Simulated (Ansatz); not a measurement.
Functionals compared on the (10-13) surface of hcp Y in its 1x1 cell, outermost plane spacing 1.35 Å in the ideal cut, in Ansatz (plane waves, PAW). The structure was relaxed with PBE; the other rows are single points on it, each with its references at the same level. Cutoff 420 eV (500 eV for r2SCAN).

Model: 14-atom slab, 11.1 Å thick at the start, 10x4x1 mesh, Fermi-Dirac 0.1 eV, dipole correction, all atoms relaxed; held to the part of the start's symmetry that mesh and held atoms allow; no spin, no spin-orbit, no U. These notes are the PBE run's.

| functional | surface energy (J/m²) | work function of the top face (eV) | rough cost of the single point |
|---|---|---|---|
| PBE | 1.07 | 3.03 | – |
| LDA | 1.21 | 3.21 | roughly 2.7 core-minutes |
| PBEsol | ___ | ___ | about 2.7 core-minutes (a rough figure) |
| RPBE | 0.98 | 2.92 | roughly 3 core-minutes |
| r2SCAN | 1.13 | 3.02 | about 6 core-minutes (a rough figure) |

Task: Complete the blanks.

Result: 
- PBEsol, surface energy (J/m²): 1.17
- PBEsol, work function of the top face (eV): 3.08

Ansatz is a quantum-chemistry and plane-wave program.
